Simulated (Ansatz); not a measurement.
**C on the 1x1 (0001) surface of hcp Ti, one in a 1x1 cell, started at the site 'hollow Ti-Ti-Ti'**

Method: PBE (plane waves to 420 eV, PAW; Ansatz, a first-principles code).

Model: 5-atom slab, 6.8 Å thick at the start under the adsorbate (thin: gaps and levels are the slab's own), 12x12x1 mesh, Fermi-Dirac 0.1 eV, dipole correction, 2 atoms held, the rest relaxed; start symmetry kept, larger cells not searched; no spin, no spin-orbit, no U, no dispersion correction. At the end it is bonded to 3 Ti. In PBE this state lies 0.10 eV over the lowest of the starts that converged ('hollow Ti-Ti-Ti over Ti at depth 2.2 Å').

| Property | Value |
|---|---|
| adsorption energy against an atom of graphite | 1.54 eV |
| work function of the top face | 6.75 eV |
| change of the work function | 2.36 eV |
| change of the step from the bottom to the top vacuum level, against the clean slab | 2.35 eV |
| energy released by relaxation | 1.87 eV |
| height of the binding atom over the mean of the host atoms within 0.3 Å of the top one | 0.862 Å |
| nearest host atoms of the binding atom | Ti at 1.90 Å, Ti at 3.88 Å, Ti at 6.05 Å |
| largest move of a host atom | 0.34 Å |
| cost | roughly 50 core-seconds |

A negative adsorption energy means that the adsorbate is more stable on the surface than in its reference.
